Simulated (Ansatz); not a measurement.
Consider GaP in the zinc blende structure (space group F-43m, No. 216; a = 5.451 Å). Axes: x, y, z lie along the cube axes.

All numbers come from DFT with r2SCAN, PAW potentials and a 500 eV plane-wave cutoff in Ansatz (a first-principles code), scalar-relativistic without spin-orbit coupling.

Base values:

```
Property                        Result
-----------------------------  -------
Band gap                       1.85 eV
Shortest interatomic distance  2.360 Å
Smallest direct gap            2.36 eV
```

One thing is altered: uniaxial strain ε_zz = +1.50 %, all other strain components held at zero; the atoms relax in the strained cell.

### Question
How does this affect the band gap?

### Answer
The band gap decreases by 0.05 eV (1.85 eV → 1.80 eV).

### Question
What happens to the stress?

### Answer
The stress (xx, yy, zz, yz, xz, xy; compression positive) is (-0.85, -0.85, -2.10, 0.00, 0.00, 0.00) GPa.

### Question
How does this affect the shortest interatomic distance?

### Answer
The shortest interatomic distance rises by 0.012 Å to 2.372 Å.

### Question
Estimate the effect on the smallest direct gap.

### Answer
The smallest direct gap decreases by 0.16 eV (2.36 eV → 2.20 eV).

Whether these cells are dynamically stable was not tested.
